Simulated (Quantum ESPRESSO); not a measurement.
Input and output of a self-consistent single point for TaNbAl6 (P1, 8 atoms in the cell) (Quantum ESPRESSO).

Level of theory: PBEsol, PseudoDojo standard norm-conserving (PBESOL) pseudopotentials (plane waves; Quantum ESPRESSO 7.5).

The change in words: atoms moved at random. Reference geometry:
```xyz
8
Lattice="3.9100 0.0000 0.0000 0.0000 3.9100 0.0000 0.0000 0.0000 8.7054" Properties=species:S:1:pos:R:3 pbc="T T T"
Ta     1.9550     1.9550     4.3527
Al     1.9550     1.9550     0.0000
Al     0.0000     0.0000     4.3527
Al     0.0000     1.9550     2.1859
Al     0.0000     1.9550     6.5195
Al     1.9550     0.0000     2.1859
Al     1.9550     0.0000     6.5195
Nb     0.0000     0.0000     0.0000
```

Reference input (self-consistent single point, DFT, PBEsol, plane waves, PseudoDojo standard norm-conserving (PBESOL) pseudopotentials): ecutwfc = 85 Ry; occupations = smearing; smearing = fermi-dirac; degauss = 0.0036749 Ry; potentials = {Ta: Ta.upf, Al: Al.upf, Nb: Nb.upf}; K_POINTS = automatic 7 7 3 0 0 0; conv_thr = 1e-10 Ry. This run's input differs from it in these lines:

```diff
@@ -9,5 +9,3 @@
 &system
-    ibrav = 6,
-    celldm(1) = 7.388887729,
-    celldm(3) = 2.22643452187,
+    ibrav = 0,
     nat = 8,
@@ -26,11 +24,15 @@
 Nb    92.9064  Nb.upf
+CELL_PARAMETERS angstrom
+   3.910031000     0.000000000     0.000000000
+   0.000000000     3.910031000     0.000000000
+   0.000000000     0.000000000     8.705428000
 ATOMIC_POSITIONS angstrom
-Ta    1.955015500    1.955015500    4.352714000
-Al    1.955015500    1.955015500    0.000000000
-Al    0.000000000    0.000000000    4.352714000
-Al    0.000000000    1.955015500    2.185932971
-Al    0.000000000    1.955015500    6.519495029
-Al    1.955015500    0.000000000    2.185932971
-Al    1.955015500    0.000000000    6.519495029
-Nb    0.000000000    0.000000000    0.000000000
+Ta    1.939907140    1.965885386    4.375261058
+Al    2.005724692    1.953134775    0.047662218
+Al    0.015022339    0.012531649    4.347429805
+Al    0.004977469    1.950847407    2.188553305
+Al    0.018912820    2.007914309    6.429620190
+Al    1.905405027   -0.094892542    2.195204252
+Al    1.912466543   -0.004891449    6.522611572
+Nb    0.017642060    0.029536374    0.009941599
 K_POINTS automatic
```

Log, with long lists cut:

```
     Self-consistent Calculation

     iteration #  1     ecut=    85.00 Ry     beta= 0.70

     Threshold (ethr) on eigenvalues was too large:
     Diagonalizing with lowered threshold

     total energy              =    -282.47070648 Ry
     estimated scf accuracy    <       0.41661836 Ry

     iteration #  2     ecut=    85.00 Ry     beta= 0.70

     total energy              =    -281.21865390 Ry
     estimated scf accuracy    <      19.72205515 Ry

     iteration #  3     ecut=    85.00 Ry     beta= 0.70

     total energy              =    -282.68165214 Ry
     estimated scf accuracy    <       0.21579375 Ry

   [... 11 blocks of this kind left out ...]

     iteration # 15     ecut=    85.00 Ry     beta= 0.70

     total energy              =    -282.70474844 Ry
     estimated scf accuracy    <          1.4E-10 Ry

     iteration # 16     ecut=    85.00 Ry     beta= 0.70
     End of self-consistent calculation

     the Fermi energy is    10.8054 ev

!    total energy              =    -282.70474844 Ry
     estimated scf accuracy    <          3.8E-11 Ry
     smearing contrib. (-TS)   =      -0.00063200 Ry
     internal energy E=F+TS    =    -282.70411644 Ry

     convergence has been achieved in  16 iterations

     Forces acting on atoms (cartesian axes, Ry/au):

     atom    1 type  1   force =     0.00873375   -0.00172960   -0.01573531
     atom    2 type  2   force =    -0.01040479    0.00417650   -0.00901929
     atom    3 type  2   force =    -0.01136609    0.00072215   -0.00224986
     atom    4 type  2   force =    -0.00626029   -0.01068905    0.00010766
     atom    5 type  2   force =    -0.01047976   -0.01233435    0.02783941
   [... lines left out ...]

     Total force =     0.057353     Total SCF correction =     0.000010

          total   stress  (Ry/bohr**3)                   (kbar)     P=      -72.06
  -0.00051334   0.00001261   0.00000010          -75.51        1.86        0.02
   0.00001261  -0.00050317   0.00000662            1.86      -74.02        0.97
   0.00000010   0.00000662  -0.00045311            0.02        0.97      -66.66

   JOB DONE.
```

The run converged in 16 iterations. Against the reference run the free energy goes up by 14.7 meV/atom, the pressure goes from -7.66 to -7.21 GPa and the largest force goes from 0.010 to 0.828 eV/Å. The full log also holds: “c_bands:  2 eigenvalues not converged”.

The starting cell comes from a database of computed structures (which also holds hypothetical and non-ambient phases and stackings), without a prior relaxation at this level. Its lattice was rescaled by a random factor within 2.5 % of one. For this run, on top of that: atoms moved at random. Spin-orbit coupling is off. Spin polarisation is off. With a pressure of about -7 GPa the cell is away from its equilibrium volume at this level.

Cost on one core of a shared machine: roughly 9 min.
